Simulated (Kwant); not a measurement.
System: wire with a row of barriers in a CdTe two-dimensional gas. Effective mass 0.096 mₑ, grid spacing 3.3 nm, hard walls, nominal width 100 nm (31 grid rows, so walls 105.6 nm apart), one parabolic valley, scattering region 330 nm long along x; energies count from the band bottom; Fermi energy swept from 0.00031336 to 0.0037211 eV. 4 barrier(s) across the wire, height 0.0059 eV, thickness 9.9 nm (about 3 grid columns), spaced by 19.8 nm.

The device is made up for the run: typed textbook-type constants, with dimensions and the other settings drawn at random.

Kwant, effective-mass tight-binding model on a square grid, one spin, coherent transport at 0 K. Conductance is in e²/h.

Sweep values stay those of the base run.

Base results: G (e²/h) at E = 3.721 meV 1.01; G (e²/h) at E = 1.149 meV 5.0e-5; mean G (e²/h) over the sweep 0.40; G (e²/h) at E = 2.864 meV 0.81.

Q: What follows from this one change: barrier height 0.0059 → 0.0041 eV?

A: G at E = 3.721 meV 1.01 → 1.93 e²/h; G at E = 1.149 meV 5.0e-5 → 0.0014 e²/h; mean G over the sweep 0.40 → 0.69 e²/h; G at E = 2.864 meV 0.81 → 1.82 e²/h.

Q: What follows from this one change: number of barriers 4 → 1?

A: G at E = 3.721 meV 1.01 → 1.17 e²/h; G at E = 1.149 meV 5.0e-5 → 0.21 e²/h; mean G over the sweep 0.40 → 0.53 e²/h; G at E = 2.864 meV little changed (0.81 e²/h).
